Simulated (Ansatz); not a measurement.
## A self-consistent single point of MoRu (P-6m2, 2 atoms in the cell) with Ansatz

Method of the run: LDA (PW92), harder PAW files (source: ansatz) made with PBE (plane waves; Ansatz, a program for electronic structure).

Input as run:

Ansatz 0.2 input:
```yaml
# MoRu
crystal:
  lattice:
    - [2.777410, 0.000000, 0.000000]
    - [-1.388705, 2.405308, 0.000000]
    - [0.000000, 0.000000, 4.463710]
  atoms:
    - { symbol: Mo, position: [0.666667, 0.333333, 0.000000] }
    - { symbol: Ru, position: [0.333333, 0.666667, 0.500000] }
basis:
  ecutwfc: 660.0 eV
kpoints:
  mp_grid:
    grid: [11, 11, 6]
hamiltonian:
  xc: lda
  pseudopotentials:
    kind: paw
    source: ansatz
scf:
  occupations:
    method: cold
    width: 0.1 eV
output:
  forces: true
  eigenvalues: true
  stress: true
```

Log, with long lists cut:

```
WARN the atoms were moved onto the symmetric positions of the space group found under crystal.symmetry.tolerance 1.0e-5 (fractional …
WARN ansatz: RAYON_NUM_THREADS=1 ignored (pool sized by the plan → 1); use --threads N
Pseudopotentials: kind: paw
Pseudopotential: Mo, paw, valence charge 14
Pseudopotential: Ru, paw, valence charge 16
Crystal: 2 atoms, lattice volume = 29.820 Å³
Basis set: ecut = 660 eV, 1117 PW (Γ)
Bands: 19, of which v1, the nominal top of the filled ones, is band 15 counted from 1 (14 counted from 0)
Symmetry: 12 space group operations
Space group: P-6m2 (ITA 187), of the structure as read, at distance tolerance 3.1e-5 Å
k-points: 64 of 726 (time reversal used)
PAW frozen core: Mo, regenerated for the run's functional, and the local potential with it
PAW frozen core: Ru, regenerated for the run's functional, and the local potential with it
Initial density: superposition of atomic densities (chi_scale 0.1, normalization cell, long waves kept (reshape's long-wave potential 0.00 eV rms))
Initial wavefunctions: pseudopotential atomic-orbital guess
Eigensolver: davidson
Functional: x = slater, c = lda
SCF iter   1: F=—  HF=-10604.126532 eV  |F-HF|=—  |Δ(HF+E_count)|=         —  Δρ=1.25e-1  dr2=4.67e0  ethr=3.10e-3  ⟨swp⟩=4.1  Hψ=4884  notcnv=0
all-band conjugate gradients solve this SCF's bands
preconditioner: auto → none
SCF iter   2: F=—  HF=-10603.047498 eV  |F-HF|=—  |Δ(HF+E_count)|=    1.08e0  S|Δr|=    0.00e0  Δρ=6.71e-2  dr2=1.28e0  ethr=3.10e-3  ⟨swp⟩=2.3  Hψ=2523  notcnv=0  defer=7
SCF iter   3: F=—  HF=-10602.669217 eV  |F-HF|=—  |Δ(HF+E_count)|=   3.78e-1  S|Δr|=    0.00e0  Δρ=3.80e-3  dr2=3.72e-3  ethr=3.10e-3  ⟨swp⟩=2.2  Hψ=1948  notcnv=0  defer=7
SCF iter   4: F=—  HF=-10602.669877 eV  |F-HF|=—  |Δ(HF+E_count)|=   6.59e-4  S|Δr|=    0.00e0  Δρ=1.26e-3  dr2=9.35e-4  ethr=1.24e-5  ⟨swp⟩=2.4  Hψ=2504  notcnv=0  defer=7
SCF iter   5: F=—  HF=-10602.669738 eV  |F-HF|=—  |Δ(HF+E_count)|=   1.39e-4  S|Δr|=    0.00e0  Δρ=3.32e-4  dr2=7.93e-5  ethr=3.12e-6  ⟨swp⟩=2.5  Hψ=1837  notcnv=0  defer=7
SCF iter   6: F=—  HF=-10602.669726 eV  |F-HF|=—  |Δ(HF+E_count)|=   1.22e-5  S|Δr|=    0.00e0  Δρ=6.17e-5  dr2=6.51e-7  ethr=2.64e-7  ⟨swp⟩=1.5  Hψ=1407  notcnv=0  defer=7
SCF iter   7: F=-10602.669726 eV  HF=-10602.669726 eV  |F-HF|=1.05e-9  |Δ(HF+E_count)|=   9.55e-8  S|Δr|=    0.00e0  Δρ=1.85e-5  dr2=2.52e-8  ethr=3.33e-10  ⟨swp⟩=6.1  Hψ=5360  notcnv=0
SCF 1 converged in 7 iterations: F = -10602.669726 eV  dr2 = 2.52e-8
SCF converged after 7 iterations
Stability not checked (fill_not_monotonic)
Free energy (F): -10602.669726 eV
Harris-Foulkes:  -10602.669726 eV  (|F-HF|=1.05e-9)
Internal energy: -10602.668804 eV  (E = F + TS)
E sigma→0 (E₀):  -10602.669418 eV
Entropy (-TS):   -0.000922 eV (-0.461 meV/atom)
Fermi energy:    20.956876 eV
--- Per-component energies (eV) ---
  E_band       = -133.324675
  E_kinetic    = 1365.442371
  E_local      = -2804.657358  (includes V_loc(G=0)·N_el)
  E_nonlocal   = 751.509657
  E_hartree    = 692.979688
  E_xc         = -638.268167
  E_vxc        = -647.406897  (∫ρ·V_xc dr)
  E_paw        = -6162.365025  (= ΣΔE_a)
  E_vpaw       = -184.171214  (= ΣTr[D̂ρ^β])
  E_aug_tail   = -0.000005  (compensation charges beyond the density's cutoff)
  E_ewald      = -3808.355132
  E_core_change = 1.045167  (= ΣΔE_core)
  E_smearing   = -0.000922  (= −TS)
  E_closure    = 0.000000  (closes the sum)
  Σ components = -10602.669726   (vs F -10602.669726, Δ=0.00e0)
--- Forces (eV/Å), atoms counted from 1 ---
  atom   1  Mo    -0.00000000    -0.00000000     0.00000000
  atom   2  Ru     0.00000000     0.00000000     0.00000000
  max |Σ_I F_I| component: 9.25e-17 eV/Å
--- Stress (GPa, compression-positive) ---
      -15.302011      -0.000000       0.000000
        0.000000     -15.302011       0.000000
        0.000000       0.000000     -18.461659
  P = ⅓ Tr σ = -16.3552 GPa (-163.552 kbar)
  The stress holds the Pulay correction. Without it, at fixed plane waves, as pw.x and ABINIT print it: P = -16.4720 GPa
--- Band table (eV; the first three rows and the last of 64) ---
  k-point 0: bands = ["-51.3130", "-39.6043", "-21.3638", "-21.0640", "-21.0640", "-13.7419", "-13.0569", "-13.0569", "13.8517", "15.8291", "19.1765", "19.1765", "19.6050", "20.6289", "20.6289", "20.6709", "20.6709", "22.6217", "23.8763"]
  k-point 1: bands = ["-51.3129", "-39.6050", "-21.3546", "-21.0638", "-21.0638", "-13.7598", "-13.0572", "-13.0572", "14.1433", "15.9089", "19.1010", "19.1010", "19.4473", "20.2227", "20.2227", "21.2203", "21.2203", "21.8141", "23.8880"]
  k-point 2: bands = ["-51.3129", "-39.6064", "-21.3362", "-21.0636", "-21.0636", "-13.7955", "-13.0579", "-13.0579", "14.9086", "16.0410", "19.0056", "19.0056", "19.0830", "19.8697", "19.8697", "20.3312", "21.8954", "21.8954", "23.8119"]
  k-point 63: bands = ["-51.2262", "-39.3974", "-21.5290", "-21.4138", "-21.2486", "-13.9816", "-13.7580", "-13.5771", "17.1171", "17.1422", "17.8898", "18.0918", "18.9460", "19.6961", "20.9467", "21.3061", "23.1121", "24.1539", "28.6170"]
```

The run converged in 7 iterations.

The starting cell comes from a database of computed structures (which also holds hypothetical and non-ambient phases and stackings), without a prior relaxation at this level. Spin polarisation is off. With a pressure of about -16 GPa the cell is away from its equilibrium volume at this level. Ansatz's pressure includes its estimate of the finite-basis (Pulay) stress.
